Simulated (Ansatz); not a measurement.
The starting structures come from a database of crystals and need not be the phases stable at ambient conditions.

Evanescent states of GeS2 (P4_2/nmc, not sure to be the ambient phase, 6 atoms a cell, 22.0 Å³ an atom) along the normal of (111)

Computed with PBEsol (plane waves, PAW; Ansatz, a quantum-chemistry and plane-wave program).

The gap is the functional's own. No spin-orbit coupling. Mid-gap values are interpolated on the energy grid.

Energies count from the valence-band top; κ is the least over a 6×4 mesh across the current.

| E (eV) | κ (1/Å) | where |
|---|---|---|
| 0.03 | 0.098 | off Γ |
| 0.09 | 0.121 | Γ |
| 0.15 | 0.127 | Γ |
| 0.21 | 0.130 | Γ |
| 0.27 | ___ | Γ |
| 0.33 | ___ | Γ |
| 0.39 | ___ | Γ |
| 0.45 | ___ | Γ |
| 0.51 | ___ | Γ |
| 0.57 | ___ | Γ |
| 0.63 | ___ | Γ |
| 0.69 | ___ | Γ |
| 0.75 | 0.093 | Γ |
| 0.81 | 0.080 | Γ |
| 0.87 | 0.061 | Γ |
| 0.93 | 0.031 | Γ |

**Question.** Fill in the missing entries.

**Answer.** 
- 0.27, κ (1/Å): 0.132
- 0.33, κ (1/Å): 0.133
- 0.39, κ (1/Å): 0.131
- 0.45, κ (1/Å): 0.129
- 0.51, κ (1/Å): 0.125
- 0.57, κ (1/Å): 0.119
- 0.63, κ (1/Å): 0.113
- 0.69, κ (1/Å): 0.104
